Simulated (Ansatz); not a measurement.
Data:

```yaml
crystal:
  lattice:
    - [0.00000, 1.75810, 1.75810]
    - [1.75810, 0.00000, 1.75810]
    - [1.75810, 1.75810, 0.00000]
  atoms:
    - { symbol: C, position: [0.50000, 0.50000, 0.50000] }
    - { symbol: C, position: [0.75000, 0.75000, 0.75000] }
```

No spin polarisation.

Method: r2SCAN in Ansatz (plane waves to 500 eV, PAW, spin-orbit coupling left out), earlier PAW set. k-mesh 16×16×16 (Γ-centred); smearing 0.05 eV (Fermi–Dirac).

**Question.** What is the computed electron mass?

**Answer.** 1.6 mₑ along k, 0.27 mₑ across (off the special points).

**Question.** Predict the band gap.

**Answer.** 4.45 eV.

**Question.** Estimate the gap character.

**Answer.** Indirect, Γ → Γ–X (71 % along).

Load acts through the strain it causes; cell and atoms are relaxed under it. Masses are band curvatures over ±0.01 Å⁻¹ around the edge. Along k means along the line from Γ to the band edge. Stability against distortions was not tested. No other phases were tried under pressure. The cell was made from C in the diamond structure (space group Fd-3m, No. 227) by this change: pressure 18 GPa.

Ansatz is an electronic-structure program.
